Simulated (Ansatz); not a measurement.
Start from CdSe in the zinc blende structure (space group F-43m, No. 216; a = 6.133 Å).

All numbers come from r2SCAN in Ansatz (plane waves to 500 eV, PAW, scalar-relativistic without spin-orbit coupling), earlier PAW set.

One change was made to it. Results:

The hole mass (degenerate bands, along [100]) goes from 0.098, 0.70, 0.70 mₑ (at Γ) to 0.098, 0.69, 0.69 mₑ (at Γ); the electron mass remains 0.093 mₑ (at Γ); the shortest interatomic distance decreases by 0.0094 bohr to 5.009 bohr; the gap character stays direct at Γ.

Task: Name the change that was made.
A) pressure 0.3 GPa
B) pressure −1 GPa
C) pressure 3 GPa

Result: A, pressure 0.3 GPa. For comparison, the electron mass in the other runs: pressure 3 GPa gives 0.098 mₑ (at Γ); pressure −1 GPa gives 0.090 mₑ (at Γ).

Load acts through the strain it causes; cell and atoms are relaxed under it. Effective masses come from finite differences of ±0.01 Å⁻¹. Stability against distortions was not tested. Tetrahedral semiconductors of this kind turn to denser phases somewhere between about 1 and 50 GPa; those were not computed, so compressed cells here can lie past the real transition.

Ansatz is a program for electronic structure.
